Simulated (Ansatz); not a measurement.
Levels about the gap of amorphous In24O37Sr (62 atoms in a cell of 890 Å³, 6.41 g/cm³; zone centre alone, so wide bands show as single levels with stretches between that a denser mesh fills), at the geometry that PBE relaxed, where it gives 0.1 GPa on a denser mesh. The participation number counts the atoms over which a state spreads; weights are charges in smoothed Voronoi cells. The levels come from a single point, so bond lengths are those of that geometry. Method of the levels: PBE, scalar-relativistic without spin-orbit coupling (Ansatz, a first-principles code). Sampling: the zone centre alone; Fermi-Dirac width 0.02 eV; no spin polarisation. At PBE the levels at the filled edge of the gap are localised (band-tail or defect states).

The cell was made by melting and quenching with the CHGNet potential and then relaxed with DFT. O atoms were pushed apart under 1.9 Å during the dynamics, to hinder bonds among them. The hot cell started wider than the set density and was brought back towards it in steps. It is the lowest in DFT energy of 2 quenches. It is a model cell: composition and starting density were chosen by hand, and all elements were melted together. No dispersion term was used. Its density started from a set value of 6.45 and ended at 6.41 g/cm³. The simulated quench (nominally 280 K/ps over its main leg) is rapid and tends to freeze in more defects than a deposited or slowly cooled glass has. Values belong to this one cell and scatter from quench to quench. Volume and shape were free in the relaxation.

| E - E(highest filled), eV | filling | participation number | largest on | weight O | weight In | weight Sr |
|---|---|---|---|---|---|---|
| -0.31 | filled | 22.9 | O, 3 neighbours | 0.93 | 0.07 | 0.00 |
| -0.27 | filled | 22.1 | O, 4 neighbours | 0.93 | 0.06 | 0.00 |
| -0.21 | filled | 13.8 | O, 3 neighbours | 0.94 | 0.06 | 0.00 |
| -0.14 | filled | 16.5 | O, 4 neighbours | 0.94 | 0.06 | 0.00 |
| -0.13 | filled | 15.6 | O, 4 neighbours | 0.95 | 0.05 | 0.00 |
| -0.04 | filled | 5.5 | O, 3 neighbours | 0.96 | 0.04 | 0.00 |
| 0.00 | filled | 7.6 | O, 3 neighbours | 0.95 | 0.05 | 0.00 |
| 0.62 | empty | 57.4 | O, 3 neighbours | 0.57 | 0.42 | 0.01 |
| 3.32 | empty | 31.0 | In, 4 neighbours | 0.61 | 0.38 | 0.00 |
| 3.61 | empty | 29.3 | In, 5 neighbours | 0.60 | 0.40 | 0.00 |
| 3.64 | empty | 44.9 | In, 5 neighbours | 0.62 | 0.38 | 0.00 |
| 3.79 | empty | 36.3 | In, 4 neighbours | 0.61 | 0.39 | 0.00 |
| 3.89 | empty | 40.1 | In, 5 neighbours | 0.62 | 0.38 | 0.00 |
| 3.93 | empty | 42.4 | In, 5 neighbours | 0.62 | 0.37 | 0.01 |

Most localised among these is the filled level at -0.04 eV, on a O atom, which has 3 neighbours (In 2.07 Å, In 2.12 Å, In 2.28 Å).
